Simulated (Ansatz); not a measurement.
We look at the energy of one form of Si over another. The value is E(A) − E(B), in meV per atom.

A: Si (Fd-3m), 34 atoms in the cell, k-point mesh 4×4×4 on the run's own vectors.
```xyz
34
Lattice="0.0000 7.3694 7.3694 7.3694 0.0000 7.3694 7.3694 7.3694 0.0000" Properties=species:S:1:pos:R:3 pbc="T T T"
Si     7.3694     7.3694     7.3694
Si    11.0542    11.0542    11.0542
Si     9.6973    12.4110     9.6973
Si     6.0126     8.7263     8.7263
Si     9.6973     9.6973    12.4110
Si     6.0126     6.0126     6.0126
Si    12.4110    12.4110    12.4110
Si     8.7263     8.7263     6.0126
Si    12.4110     9.6973     9.6973
Si     8.7263     6.0126     8.7263
Si    10.2070    14.6723    10.2070
Si     6.5222     8.2167    10.9876
Si    10.2070     7.4360    11.9014
Si     6.5222     6.5222     3.7513
Si    11.9014    14.6723    11.9014
Si     8.2167     8.2167     3.7513
Si    11.9014     7.4360    10.2070
Si     8.2167     6.5222    10.9876
Si    10.2070    10.2070    14.6723
Si    10.9876     6.5222     8.2167
Si    11.9014    10.2070     7.4360
Si     3.7513     6.5222     6.5222
Si    11.9014    11.9014    14.6723
Si     3.7513     8.2167     8.2167
Si    10.2070    11.9014     7.4360
Si    10.9876     8.2167     6.5222
Si    14.6723    10.2070    10.2070
Si     8.2167    10.9876     6.5222
Si     7.4360    11.9014    10.2070
Si     6.5222     3.7513     6.5222
Si    14.6723    11.9014    11.9014
Si     8.2167     3.7513     8.2167
Si     7.4360    10.2070    11.9014
Si     6.5222    10.9876     8.2167
```

B: Si (diamond, Fd-3m), 2 atoms in the cell, k-point mesh 12×12×12 on the run's own vectors.
```
Si
1.0
    0.00000     2.73487     2.73487
    2.73487     0.00000     2.73487
    2.73487     2.73487     0.00000
Si
2
Direct
  0.00000   0.00000   0.00000
  0.25000   0.25000   0.25000
```

Computed with Ansatz (plane waves, PAW), its default PAW set, cutoff 420 eV, 500 eV for r2SCAN. The structures are at rest with PBE; other levels are single points on them. HSE06 runs on coarser k-point meshes, mended by the PBE difference between the two meshes. Neutral cells; Fermi-Dirac smearing of at most 0.05 eV in the solids, energies taken to zero width. The lattices are those relaxed with PBE, so at other levels the solids can be strained, which adds to the spread. Larger cells are relaxed from a start prepared with the learned potential CHGNet, on a coarser mesh till forces fall under 0.03 eV/Å, which some starts already meet. A dispersion term (D3(BJ), or D4 for r2SCAN) was computed beside these levels and is taken off wherever the name lacks it. Nuclei at rest; no vibrational terms. No structure search was made; lower ones may exist. No phonons were computed, so the higher form may be unstable once its symmetry is let go.

**Question.** What value does r2SCAN give?

**Answer.** 82 meV/atom for A less B, so Si (diamond, Fd-3m) (B) lies lower.

**Question.** What do the other levels give, and how wide is the spread?

**Answer.** 
```json
[
 {"Method": "PBE", "value (meV/atom)": "52", "less r2SCAN": "-30"},
 {"Method": "HSE06", "value (meV/atom)": "66", "less r2SCAN": "-16"}
]
```

The levels span 30 meV/atom, from PBE (52) to r2SCAN (82).

Ansatz is an electronic-structure program.
